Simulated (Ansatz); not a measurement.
Symmetric slabs, relaxed from ideal cuts in 1x1 cells, of elemental solids: surface energy (J/m²) by functional, in Ansatz (plane waves, PAW). All structures are PBE's; the other columns are single points with references at the same level. No spin-orbit coupling, Hubbard U or dispersion. The rows are a random draw from the class, without slabs that broke up, higher cuts of a face and adsorbates that left their site.

| system | PBE (J/m²) | r2SCAN (J/m²) |
|---|---|---|
| hcp Lu (21-32), ideal cut with outer spacing 0.71 Å | 1.22 | 1.34 |
| beta tin (211), ideal cut with outer spacing 0.51 Å | 0.39 | 0.47 |
| hcp Os (21-32), ideal cut with outer spacing 0.28 Å | 3.88 | ? |
| fcc Pd (210), ideal cut with outer spacing 0.88 Å | 1.65 | 1.86 |
| hcp Os (21-30), ideal cut with outer spacing 0.30 Å | 4.00 | 4.28 |
| fcc Rh (210), ideal cut with outer spacing 0.86 Å | 2.55 | 2.79 |
| hcp Ti (21-32), ideal cut with outer spacing 0.59 Å | 2.04 | 2.22 |
| hcp Y (11-22), ideal cut with outer spacing 1.54 Å | 1.08 | 1.16 |

Question: Fit a straight line y = a·x + b by least squares to the 7 complete rows (x: PBE (J/m²); y: r2SCAN (J/m²)).

Answer: the means are x̄ = 1.8471 and ȳ = 2.0171; Σ(x − x̄)² = 8.3099 and Σ(x − x̄)(y − ȳ) = 8.8215, so a = 1.062 and b = ȳ − a·x̄ = 0.056. The largest residual is 0.052.

Question: What does the line predict for the withheld row, hcp Os (21-32), ideal cut with outer spacing 0.28 Å, and what did the calculation give?

Answer: the line gives 4.18; the calculation gave 4.17, a miss of -0.01, of the size of the fitted rows' scatter and rounding.

Ansatz is a program for electronic structure.
